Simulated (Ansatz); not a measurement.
Consider MgInGaO₄ (space group R3m, No. 160; a = 3.344 Å, c = 25.299 Å (hexagonal axes); a hypothetical phase, not in the database extracts checked).

Perturbation: the cell is scaled by 1.0058 in all directions, atoms relaxed at fixed cell.

Levels (all Ansatz, a first-principles code, PAW): PBEsol (420 eV, scalar-relativistic without spin-orbit coupling); r2SCAN (500 eV, without spin-orbit coupling); HSE06 (420 eV, no spin-orbit coupling).

At the geometry relaxed with PBEsol, these levels gave the following band gaps, in shuffled order: (a) 1.97 eV, (b) 3.60 eV, (c) 2.62 eV.

Q: Match each gap to its level.

A: (a) PBEsol; (b) HSE06; (c) r2SCAN.

Single points use the geometry relaxed with PBEsol. HSE06 gaps are upper bounds (no full band path). The cells carry an imposed strain or load. No phonon test of stability was made.
